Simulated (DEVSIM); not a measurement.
System: abrupt GaP n-p junction, at 400 K.

```
layer (left to right)  material  thickness (μm)  Nd (cm⁻³)  Na (cm⁻³)  τn (s)  τp (s)
---------------------  --------  --------------  ---------  ---------  ------  ------
1                           GaP           0.720     1.5e18          -  9.2e-7  9.2e-7
2                           GaP            24.0          -     4.6e17  9.2e-7  9.2e-7
```

Left contact: ohmic. Right contact: ohmic. Voltage is applied to the left contact. Recombination: SRH at mid-gap, Auger. Mobility is constant in doping.

Constants are typed, rounded textbook-type inputs, not results; the design itself was drawn at random and stands for no fabricated device. Values at 300 K; Nc and Nv go as T^1.5, mobilities as T to minus their exponent, the gap by Varshni's rule with the affinity fixed.

| parameter | GaP |
|---|---|
| gap (eV) | 2.26 |
| affinity (eV) | 3.8 |
| permittivity | 11.1 |
| Nc (cm⁻³) | 1.8e19 |
| Nv (cm⁻³) | 1.9e19 |
| μn (cm²/Vs) | 250 |
| μp (cm²/Vs) | 150 |
| T exponent of μn | 1.6 |
| T exponent of μp | 1.98 |
| Cn (cm⁶/s) | 1e-30 |
| Cp (cm⁶/s) | 1e-30 |
| Varshni α (eV/K) | 0.00058 |
| Varshni β (K) | 372 |

DEVSIM, 1D drift-diffusion, Boltzmann statistics, complete ionisation; no tunnelling, impact ionisation, image-force lowering or self-heating.

Tabulate band edges, carrier densities and field at zero bias.

Energies count from the Fermi level of the right contact; mesh points crowd at the junctions.

```csv
x (μm),Ec (eV),Ev (eV),n (cm⁻³),p (cm⁻³),field (V/cm)
0.000,0.101,-2.117,1.5e18,< 1e2,≈ 0
0.02940,0.101,-2.117,1.5e18,< 1e2,≈ 0
0.08791,0.101,-2.117,1.5e18,< 1e2,≈ 0
0.2175,0.101,-2.117,1.5e18,< 1e2,≈ 0
0.5105,0.101,-2.117,1.5e18,< 1e2,≈ 0
0.6316,0.101,-2.117,1.5e18,< 1e2,≈ 0
0.6924,0.103,-2.115,1.4e18,< 1e2,6600
0.7267,0.879,-1.338,2.3e8,400,420000
0.7653,1.932,-0.285,< 1e2,7.4e15,130000
0.8464,2.074,-0.143,< 1e2,4.6e17,≈ 0
1.036,2.074,-0.143,< 1e2,4.6e17,≈ 0
1.676,2.074,-0.143,< 1e2,4.6e17,≈ 0
2.821,2.074,-0.143,< 1e2,4.6e17,≈ 0
5.495,2.074,-0.143,< 1e2,4.6e17,≈ 0
14.10,2.074,-0.143,< 1e2,4.6e17,≈ 0
20.03,2.074,-0.143,< 1e2,4.6e17,≈ 0
22.57,2.074,-0.143,< 1e2,4.6e17,≈ 0
23.78,2.074,-0.143,< 1e2,4.6e17,≈ 0
24.41,2.074,-0.143,< 1e2,4.6e17,≈ 0
24.59,2.074,-0.143,< 1e2,4.6e17,≈ 0
24.68,2.074,-0.143,< 1e2,4.6e17,≈ 0
24.72,2.074,-0.143,< 1e2,4.6e17,≈ 0
```
